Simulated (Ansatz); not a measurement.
# Effect of Sb → Nb on InSb

The parent structure is InSb in the zinc blende structure (space group F-43m, No. 216; a = 6.635 Å).

Now apply this change: Nb takes the place of Sb on all its sites; the structure is relaxed again.

Level of theory: PBE (Ansatz, a quantum-chemistry and plane-wave program, PAW, spin-orbit coupling left out). Γ-centred 13×13×13 mesh, Fermi–Dirac width 0.05 eV, for the changed cell.

| quantity | base | changed | shift |
|---|---|---|---|
| volume per atom | 36.51 Å³ | 31.33 Å³ | -5.18 Å³ |
| density | 5.38 g/cm³ | 5.51 g/cm³ | +0.125 g/cm³ |
| lattice parameter a | 12.538 bohr | 11.914 bohr | -0.6232 bohr |
| space group | F-43m (No. 216) | F-43m (No. 216) | – |
| band gap | zero | zero | – |

Cost of the whole job for the changed cell (relaxation, final SCF and bands): roughly 50 core-seconds.

Spin-orbit coupling, missing from the scalar runs, can matter with Sb. No phonon test of stability was made. As relaxed here, NbIn is a hypothetical phase, not in the database extracts checked. All final runs are without spin polarisation. NbIn has a high density of states at the Fermi level and may be magnetic at this level. The zero or small gap of InSb can change with the level of theory.
